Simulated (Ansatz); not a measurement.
## Elastic constant C11 of AlB2-type HfB₂ at several levels of theory

No measured value is used here.

```csv
level (code),value (GPa),cell (Å³/atom)
LDA (Ansatz),646,9.51
PBE (Ansatz),[?],9.96
PBEsol (Ansatz),622,9.73
r²SCAN (Ansatz),621,9.88
```

**Question.** Fill in the missing entries.

**Answer.** 
- PBE (Ansatz, a first-principles code), value (GPa): 595

Density-functional levels without +SOC have no spin–orbit coupling. Each level is taken at its own relaxed cell. Cutoffs differ between the levels. Ansatz's density-functional and Hartree–Fock values are scalar-relativistic unless marked +SOC, with PAW data made under PBE.
